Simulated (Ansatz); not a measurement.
Take Lu in the hcp (Mg type) structure (space group P6_3/mmc, No. 194; a = 3.4432 Å, c = 5.3669 Å; relaxed with 0.1 eV smearing) as the base. Axes: x lies along a and z along c of the hexagonal cell.

The values are results of PBEsol (Ansatz, a program for electronic structure), without spin-orbit coupling, not measurements.

Before the change:

The pressure comes out as 0.0 GPa.

Perturbation: uniaxial strain ε_zz = −2.00 %, all other strain components held at zero, atoms relaxed at fixed cell.

**Question.** What happens to the energy relative to the base and pressure?

**Answer.** The energy rises by 3.6 meV/atom; the pressure (mean of the normal stresses, compression positive) goes from zero to 1.0 GPa.

No phonon test of stability was made.
